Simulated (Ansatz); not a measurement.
Consider HgS in the zinc blende structure (space group F-43m, No. 216; a = 5.876 Å). Axes: x, y, z lie along the cube axes.

Calculations: plane-wave PAW DFT at the PBEsol level (Ansatz, a first-principles code, 420 eV), scalar-relativistic without spin-orbit coupling.

Base values:

| Quantity | Result |
|---|---|
| Shortest interatomic distance | 2.544 Å |
| Band gap | zero |
| Pressure | 0.0 GPa |

One thing is altered: biaxial strain −3.00 %, plane normal [001], relaxed out of plane (Cartesian); in-plane vectors clamped, the third vector and the atoms free.

### Question
What does the calculation give for the shortest interatomic distance, band gap and pressure after the change?

### Answer
The shortest interatomic distance falls by 0.011 Å, from 2.544 Å to 2.533 Å; the band gap stays zero; the pressure (mean of the normal stresses, compression positive) goes from zero to 0.9 GPa.

The mesh was chosen for an insulator and is coarse for the gapless case. With Hg present, leaving out spin-orbit coupling can change the band edges. Whether these cells are dynamically stable was not tested. All final runs are without spin polarisation. The zero or small gap of HgS can change with the level of theory.
